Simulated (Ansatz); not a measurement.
Here is the system:

End structure of a constructed model of the (111) surface of fcc Ag, a pseudomorphic layer of Os in the host's stacking (bottom of the slab: a bare face, its two planes held):

```xyz
7
Lattice="2.9334 0.0000 0.0000 -1.4667 2.5404 0.0000 0.0000 0.0000 30.5000" Properties=species:S:1:pos:R:3 pbc="T T T"
Ag     0.0000     1.6936     8.0181
Ag     1.4667     0.8468    10.4132
Ag     0.0000     0.0000    12.8052
Ag     0.0000     1.6936    15.2084
Ag     1.4667     0.8468    17.6114
Ag     0.0000     0.0000    20.0060
Os     0.0000     1.6936    22.2806
```

Slab: 7 atoms, 14.5 Å thick at the start with caps and adatoms; k 15x15x1, smearing 0.1 eV, dipole-corrected; 2 atoms held, the rest relaxed; symmetry of the start imposed; no spin, no spin-orbit, no U. In PBE it is, or lies within 0.01 eV a 1x1 cell of, the lowest of the 2 structures of its composition computed so far; subsurface sites and larger cells were not tried.

Problem. Give the work function of the top face at the level PBE in Ansatz (an electronic-structure program).

Solution. 5.76 eV
